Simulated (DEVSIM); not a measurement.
Device: Pt/SiO2/p-Si capacitor, at 250 K.

| layer (left to right) | material | thickness (nm) | Na (cm⁻³) |
|---|---|---|---|
| 1 | SiO2 | 1.40 | - |
| 2 | Si | 15000 | 1.4e15 |

Metal gate on the left, work function 5.6 eV. Fixed charge at the semiconductor interface -1.1e11 cm⁻² (in units of +e); no interface traps.

Constants are typed, rounded textbook-type inputs, not results; the design itself was drawn at random and stands for no fabricated device. Values at 300 K; Nc and Nv go as T^1.5, mobilities as T to minus their exponent, the gap by Varshni's rule with the affinity fixed.

| parameter | SiO2 | Si |
|---|---|---|
| gap (eV) | 9 | 1.124 |
| affinity (eV) | 0.9 | 4.05 |
| permittivity | 3.9 | 11.7 |
| Nc (cm⁻³) | - | 2.86e19 |
| Nv (cm⁻³) | - | 3.1e19 |
| Varshni α (eV/K) | - | 0.000473 |
| Varshni β (K) | - | 636 |

Simulated with DEVSIM: 1D Poisson equation in equilibrium, Boltzmann statistics, complete ionisation; no quantum confinement or tunnelling. Metal contacts follow the ideal Schottky-Mott rule: no Fermi-level pinning, no interface dipoles.

The SiO2 thickness was swept, all else fixed.

```tsv
SiO2 thickness (μm)	capacitance of the dielectric stack (μF/cm²)
0.00056	6.17
0.00077	4.48
0.00098	3.52
0.0012	2.88
0.0014	2.47
0.0017	2.03
```

From the first row to the last the capacitance of the dielectric stack goes from 6.17 to 2.03.
